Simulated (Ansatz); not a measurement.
Cost and result by functional for the adsorption energy of CH3 on the 1x1 (111) surface of fcc Au (the real clean face reconstructs), one in a 2x2 cell, started at the site 'top Au', in Ansatz (plane waves, PAW). Single points on the PBE structure, on one kind of machine; costs are rough ratios of the slab run's core time (references not counted) to the cheapest single point. r2SCAN's cost holds its higher cutoff (500 against 420 eV). Differences are taken against r2SCAN for comparison alone: no measured value is at hand, so the table doesn't rank accuracy.

Set-up: 20 atoms, 7.2 Å thick at the start under the adsorbate (thin: gaps and levels are the slab's own); mesh 6x6x1; 0.1 eV smearing; dipole correction on; 8 atoms held, the rest relaxed; symmetry of the start imposed; spin-polarised, no spin-orbit, no U, no dispersion correction. The starting moment vanished. At the end it is bonded to Au. In PBE it is, or lies within 0.03 eV of, the lowest of the starts that converged. These notes are the PBE run's. r2SCAN: The program's check for a lower electronic state was not made. Adsorption energies are against CH4(g) − ½ H2(g). A negative adsorption energy means that the adsorbate is more stable on the surface than in its reference.

```
functional                     relative cost  adsorption energy (eV)  less r2SCAN (eV)
-----------------------------  -------------  ----------------------  ----------------
RPBE                                       1                    1.34              0.22
r2SCAN                                     2                    1.12              0.00
PBE (the relaxed run's value)              –                    1.20              0.08
```

The values span 0.22 eV, while the single points' costs differ by a factor of roughly 2. Differences are of unrounded values.

Ansatz is an electronic-structure program.
